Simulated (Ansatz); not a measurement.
Consider Ir in the fcc (Cu type) structure (space group Fm-3m, No. 225; relaxed with 0.1 eV smearing).

```
Ir
1.0
    0.00000     1.92250     1.92250
    1.92250     0.00000     1.92250
    1.92250     1.92250     0.00000
Ir
1
Direct
  0.00000   0.00000   0.00000
```

Level of theory: Kohn–Sham DFT with the r2SCAN functional, run in Ansatz (a quantum-chemistry and plane-wave program) with PAW and 500 eV plane waves, without spin-orbit coupling.

Strains are applied to the cell and any free atomic positions relax.

One change was made to it. Results:

```json
[
 {"quantity": "energy relative to the base (free energy F)", "base": "0 meV/atom", "after": "+3.7 meV/atom"},
 {"quantity": "pressure", "base": "0.0 GPa", "after": "-5.4 GPa"}
]
```

Question: Which of these changes matches the shifts?
A. isotropic strain +3.00 %
B. isotropic strain +0.50 %
C. isotropic strain +1.50 %
D. isotropic strain +1.00 %
E. isotropic strain +2.00 %

Answer: B, isotropic strain +0.50 %. For comparison, the energy relative to the base in the other runs: isotropic strain +1.00 % gives +14 meV/atom; isotropic strain +3.00 % gives +120 meV/atom; isotropic strain +2.00 % gives +55 meV/atom; isotropic strain +1.50 % gives +32 meV/atom.

Stability against distortions was not tested. The final runs are not spin-polarised.
